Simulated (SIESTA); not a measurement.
SIESTA run on ReB2 (P6_3/mmc, 6 atoms in the cell): self-consistent single point.

Method: GGA PBEsol with spin-orbit coupling, numerical atomic orbitals DZP, PseudoDojo PBEsol fully relativistic norm-conserving potentials (rewritten from UPF to PSML) in SIESTA 5.4.2.

```
CELL_PARAMETERS angstrom
      2.90000     0.00000     0.00000
     -1.45000     2.51147     0.00000
      0.00000     0.00000     7.47800
ATOMIC_POSITIONS crystal
  Re 0.33333 0.66667 0.25000
  Re 0.66667 0.33333 0.75000
  B  0.33333 0.66667 0.54800
  B  0.66667 0.33333 0.04800
  B  0.33333 0.66667 0.95200
  B  0.66667 0.33333 0.45200
```

Reference input (self-consistent single point, DFT, LDA PW92, numerical atomic orbitals DZP, PseudoDojo LDA standard norm-conserving potentials (rewritten from UPF to PSML)): XC.functional = LDA; XC.authors = PW92; potentials = PseudoDojo LDA standard; PAO.BasisSize = DZP; PAO.EnergyShift = 0.01 Ry; MeshCutoff = 350 Ry; kgrid.MonkhorstPack = 7 7 3; OccupationFunction = FD; ElectronicTemperature = 1160.45 K; MaxSCFIterations = 150; SCF.Mixer.Method = Pulay; SCF.Mixer.Weight = 0.1. This run's input differs from it in these lines:

```diff
@@ -1,2 +1,2 @@
-# files in the folder: Re.psml B.psml (PseudoDojo LDA standard)
+# files in the folder: Re.psml B.psml (PseudoDojo PBEsol fully relativistic)
 SystemName  ReB2
@@ -26,4 +26,4 @@
 
-XC.functional                LDA
-XC.authors                   PW92
+XC.functional                GGA
+XC.authors                   PBEsol
 PAO.BasisSize                DZP
@@ -38,2 +38,11 @@
 ElectronicTemperature        1160.45 K
+Spin                         spin-orbit
+%block DM.InitSpin
+  1 0.00 0.00 0.00
+  2 0.00 0.00 0.00
+  3 0.00 0.00 0.00
+  4 0.00 0.00 0.00
+  5 0.00 0.00 0.00
+  6 0.00 0.00 0.00
+%endblock DM.InitSpin
```

The program printed (abridged):

```
        iscf     Eharris(eV)        E_KS(eV)     FreeEng(eV)     dDmax    Ef(eV) dHmax(eV)
   scf:    1    -4933.244666    -5023.629230    -5023.670235  0.660648 -2.851439 17.899104
     spin moment: {S} , |S| = {    0.00000    0.00000   -0.00000 }     0.00000
   scf:    2    -5050.043564    -5037.870614    -5037.922799  0.035633 -3.404377 12.123063
     spin moment: {S} , |S| = {    0.00000    0.00000    0.00000 }     0.00000
   scf:    3    -5049.576612    -5048.879050    -5048.935049  0.076935 -4.579370  0.879058
     spin moment: {S} , |S| = {    0.00000   -0.00000   -0.00000 }     0.00000
   [... lines left out ...]
     spin moment: {S} , |S| = {    0.00000    0.00000   -0.00000 }     0.00000
   scf:   10    -5049.122074    -5049.122041    -5049.186350  0.000015 -4.533297  0.001460
     spin moment: {S} , |S| = {    0.00000   -0.00000   -0.00000 }     0.00000
   scf:   11    -5049.122069    -5049.122045    -5049.186350  0.000011 -4.533488  0.000009
     spin moment: {S} , |S| = {    0.00000    0.00000   -0.00000 }     0.00000
   scf:   12    -5049.122045    -5049.122045    -5049.186350  0.000000 -4.533488  0.000008
     spin moment: {S} , |S| = {    0.00000   -0.00000   -0.00000 }     0.00000
SCF Convergence by DM+H criterion
max |DM_out - DM_in|         :     0.0000000506
max |H_out - H_in|      (eV) :     0.0000084551
SCF cycle converged after 12 iterations

Using DM_out to compute the final energy and forces

siesta: E_KS(eV) =            -5049.1220

siesta: E_KS - E_eggbox =     -5049.1220

siesta: Atomic forces (eV/Ang):
     1    0.000078   -0.000044   -0.000000
     2   -0.000078    0.000044   -0.000000
     3    0.000049   -0.000027    0.255629
     4   -0.000049    0.000027    0.255629
     5    0.000049   -0.000027   -0.255629
     6   -0.000049    0.000027   -0.255629
   Tot   -0.000000    0.000000   -0.000000
   Max    0.255629
   Res    0.120505    sqrt( Sum f_i^2 / 3N )
   Max    0.255629    constrained

   [... lines left out ...]
siesta: FreeEng =     -5049.186350
   [... lines left out ...]
siesta:     0.027960    0.000022   -0.000000
siesta:     0.000022    0.027985    0.000000
siesta:    -0.000000    0.000000    0.048370

siesta: Cell volume =         54.464327 Ang**3

siesta: Pressure (static):
siesta:                Solid            Molecule  Units
siesta:          -0.00037871         -0.00027573  Ry/Bohr**3
siesta:          -0.03477147         -0.02531630  eV/Ang**3
siesta:         -55.71003555        -40.56118342  kBar
```

The run converged in 12 iterations. Against the reference run the pressure goes from -7.97 to -5.57 GPa and the largest force goes from 0.208 to 0.256 eV/Å.

The starting cell comes from a database of published, mostly measured structures (it also holds non-ambient and calculated ones), without a prior relaxation at this level. Values carry the incompleteness of an atom-centred basis. With a pressure of about -6 GPa the cell is away from its equilibrium volume at this level.

Cost on one core of a shared machine: roughly 7 min.
